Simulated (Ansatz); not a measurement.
Start from BN in the wurtzite structure (space group P6_3mc, No. 186; a = 2.5410 Å, c = 4.2033 Å). Axes: x lies along a and z along c of the hexagonal cell.

All numbers come from PBEsol in Ansatz (plane waves to 420 eV, PAW, no SOC).

The change: the cell is compressed by 1.20 % along x with no lateral relaxation, atoms relaxed at fixed cell.

Task: Predict the stress tensor and what it implies for the stiffness.

Result: Stress of the strained cell less that of the base (GPa, compression positive):
```
  11.82    0.00    0.00
   0.00    1.72    0.00
   0.00    0.00    0.75
```

Then −Δσ_ii/ε with ε = -0.0120 gives relaxed-ion elastic constants: C11 ≈ 985 GPa, C12 ≈ 143 GPa and C13 ≈ 62 GPa.

Whether these cells are dynamically stable was not tested.

Ansatz is a quantum-chemistry and plane-wave program.
